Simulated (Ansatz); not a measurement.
Troubleshooting Ansatz (a quantum-chemistry and plane-wave program): a failed run on ZnNi (P1, 2 atoms in the cell). The aim is a self-consistent single point with DFT, r2SCAN, plane waves, default PAW files made with PBE.

Cell that was meant: a = 2.5883 Å, b = 2.5883 Å, c = 4.0344 Å, α = 99.96°, β = 99.96°, γ = 68.34°.

Part of the input:

Ansatz 0.2 input:
```yaml
  pseudopotentials: { kind: paw }
scf:
  occupations: { method: methfessel_paxton, width: 0.01 Ry }
  max_iter: 2
output:
  forces: true
  eigenvalues: true
```

Log, with long lists cut:

```
SCF iter   1: F=—  HF=-9171.108778 eV  |F-HF|=—  |Δ(HF+E_count)|=         —  Δρ=2.87e-2  dr2=1.27e-1  dr2_τ=3.89e-2  ethr=1.77e-3  ⟨swp⟩=5.8  Hψ=119241  notcnv=0
all-band conjugate gradients solve this SCF's bands
preconditioner: auto → none
SCF iter   2: F=—  HF=-9171.155435 eV  |F-HF|=—  |Δ(HF+E_count)|=   4.67e-2  S|Δr|=    0.00e0  Δρ=1.32e-2  dr2=1.99e-2  dr2_τ=8.28e-4  ethr=4.25e-4  ⟨swp⟩=4.6  Hψ=83740  notcnv=0
Error: did not converge after 2 iterations: onsite_residual = 2.13e-2 (threshold 1.00e-7), under the density mixer `msr1`, which `scf.mixing.algorithm: auto` chose by the deck's other keys (type `scf.mixing.algorithm: msr1` to keep it); raise `scf.max_iter`, which need not help a stalled SCF, or adjust the mixing (`scf.mixing`) or, under a smearing, its width (`scf.occupations.width`, in either direction: another width is another result); this run sums exchange and correlation on more points than the dense box has (`basis.xc_grid`), where a deck that converges on the dense box may not converge: try another level (where the key is left out runs that use forces, runs that use the [...]
```

Task: What is wrong, and how is it fixed?

Result: The fault is an iteration limit that is too low. The loop is cut before its threshold is met, so whatever is printed at the end is not self-consistent. To fix it, raise the limit, or leave it to the default. The run ended unconverged after 2 iterations.

The sound input it was made from differs as follows (other fixes are possible):
```diff
-  max_iter: 2
```

With that input, the run converged in 9 iterations: free energy E − TS (on the zero of these files) -9171.1492 eV; Fermi level (on the code's own zero) 14.50 eV; pressure -5.90 GPa; largest force (vector length) 0.454 eV/Å (DFT, r2SCAN, plane waves, default PAW files made with PBE).

On the sound input: the starting cell comes from a database of computed structures (which also holds hypothetical and non-ambient phases and stackings), without a prior relaxation at this level. Its atoms were displaced at random from the sites of space group no. 12. Spin polarisation is off. With a pressure of about -6 GPa the cell is away from its equilibrium volume at this level. Ansatz's pressure includes its estimate of the finite-basis (Pulay) stress. The cutoff lies below the one recommended for these files.
